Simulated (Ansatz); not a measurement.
The starting structures come from a database of crystals and need not be the phases stable at ambient conditions.

Tunnelling through a barrier is set by its complex band structure: the current falls as exp(−2κd) with the smallest κ.

Data:

```xyz
5
Lattice="7.6451 0.0000 0.0000 3.8225 7.5364 0.0000 3.8225 -0.6463 2.1102" Properties=species:S:1:pos:R:3 pbc="T T T"
Ca     0.0000     0.0000     0.0000
Cd     5.0967     4.3632     1.3363
Cd    10.1934     2.5270     0.7739
As     5.0967     1.6375     0.5015
As    10.1934     5.2526     1.6087
```

The cell is taken as given.

Transport runs along the normal of the first two printed cell vectors, the (111) plane of the conventional cell.

The gap is the functional's own. No spin-orbit coupling. Mid-gap values are those at the computed energy nearest the middle.

**Question.** State the band gap and the smallest decay constant κ at mid-gap according to Ansatz (a first-principles code) with r2SCAN.

**Answer.** Gap 0.75 eV on a 14×14×14 mesh; κ = 0.055 1/Å, at the zone centre.
